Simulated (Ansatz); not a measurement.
Consider ZnAu in the CsCl type structure (space group Pm-3m, No. 221; a = 3.129 Å; relaxed with 0.1 eV smearing). Axes: x, y, z lie along the cube axes.

Calculations: PBEsol/PAW in Ansatz (a program for electronic structure), scalar-relativistic without spin-orbit coupling.

Modification: uniaxial strain ε_zz = −1.50 %, all other strain components held at zero; the atoms relax in the strained cell.

### Question
Predict the stress tensor and what it implies for the stiffness.

### Answer
Stress of the strained cell less that of the base (GPa, compression positive):
```
    2.2     0.0     0.0
    0.0     2.2     0.0
    0.0     0.0     2.3
```

Then −Δσ_ii/ε with ε = -0.0150 gives secant stiffness values (nonlinear terms included at this strain): C33 ≈ 157 GPa, C13 ≈ 147 GPa and C23 ≈ 147 GPa.

Whether these cells are dynamically stable was not tested.
